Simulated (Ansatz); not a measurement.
**Effect of Cu → Pt on CuI**

Start from CuI in the zinc blende structure (space group F-43m, No. 216; a = 5.939 Å).

The change: Pt takes the place of Cu on all its sites, then cell and atoms are relaxed.

The values are results of PBEsol/PAW in Ansatz (an electronic-structure program), spin-orbit coupling left out, not measurements. Settings: 13×13×13 k-points, 0.05 eV Fermi–Dirac smearing, for the changed cell.

```csv
quantity,base,changed,shift
volume per atom,26.19 Å³,27.59 Å³,+1.406 Å³
shortest interatomic distance,2.572 Å,2.617 Å,+0.045 Å
band gap,1.17 eV,zero,–
```

Final structure:

```
CELL_PARAMETERS angstrom
      0.00000     3.02187     3.02187
      3.02187     0.00000     3.02187
      3.02187     3.02187     0.00000
ATOMIC_POSITIONS crystal
  I  0.75000 0.75000 0.75000
  Pt 0.00000 0.00000 0.00000
```

Cost of the whole job for the changed cell (relaxation, final SCF and bands): about 110 core-seconds (a rough figure).

Spin-orbit coupling, missing from the scalar runs, can matter with I. Whether these cells are dynamically stable was not tested. As relaxed here, PtI is a hypothetical phase, not in the database extracts checked. All final runs are without spin polarisation. An odd electron count without spin: PtI. PtI has a high density of states at the Fermi level and may be magnetic at this level.
